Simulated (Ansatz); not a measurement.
The reference is InSb in the zinc blende structure (space group F-43m, No. 216; a = 6.519 Å).

Level of theory: plane-wave PAW DFT at the PBEsol level (Ansatz, a program for electronic structure, 420 eV), spin-orbit coupling left out.

One change was made to it. Results:

| quantity | base | after |
|---|---|---|
| lattice parameter a | 651.9 pm | 576.1 pm |
| band gap | zero | zero |

Task: Which of these changes matches the shifts?
A. In → Cu
B. Sb → Tl
C. In → Be

Result: A, In → Cu. For comparison, the lattice parameter a in the other runs: In → Be gives 556.7 pm; Sb → Tl gives 669.0 pm.

Spin-orbit coupling, missing from the scalar runs, can matter with Sb. Whether these cells are dynamically stable was not tested. As relaxed here, CuSb, BeSb and TlIn are hypothetical phases, not in the database extracts checked. All final runs are without spin polarisation. An odd electron count without spin: BeSb. The zero or small gap of InSb can change with the level of theory.
